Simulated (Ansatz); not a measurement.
A computed series for Sn: response to strain

The parent structure is Sn in the diamond structure (space group Fd-3m, No. 227; a = 6.566 Å).

Strains are applied to the cell and any free atomic positions relax.

Calculations: r2SCAN (Ansatz, an electronic-structure program, PAW, scalar-relativistic without spin-orbit coupling).

```csv
isotropic strain (%),pressure (GPa)
-3,4.9
-2.5,3.9
-2,?
-1.5,2.2
-1,1.4
-0.5,0.7
0,0.0
```

Task: Fit P = P₀ − Bδ + Cδ² with δ = (1 + ε)³ − 1 to the rows shown and predict the withheld row.

Result: Least squares on the printed values gives P₀ = 0.0 GPa, B = 42.3 GPa, C = 154 GPa (largest residual 0.0 GPa); this predicts 3.0 GPa, and the run gives 3.0 GPa, in agreement.

Whether these cells are dynamically stable was not tested.
